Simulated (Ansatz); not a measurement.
We consider C11b WSi2, described by r²SCAN+SOC (Ansatz, an electronic-structure program, plane waves, PAW).

Run with plane-wave cutoff 560 eV, 24×24×24 k mesh, Fermi–Dirac smearing 0.05 eV, PAW data made under PBE.

The cell is scaled about its equilibrium volume:

Shape and atoms are relaxed at each volume.

```
V (Å³/atom)  P (GPa)  c (Å)  a (Å)
-----------  -------  -----  -----
12.872         10.35  7.714  3.164
13.140          4.89  7.758  3.188
13.408          0.00  7.801  3.211
13.676         -4.39  7.844  3.234
13.944         -8.34  7.887  3.257
```

Note: the bulk modulus comes from volumes at which shape and atoms were relaxed.
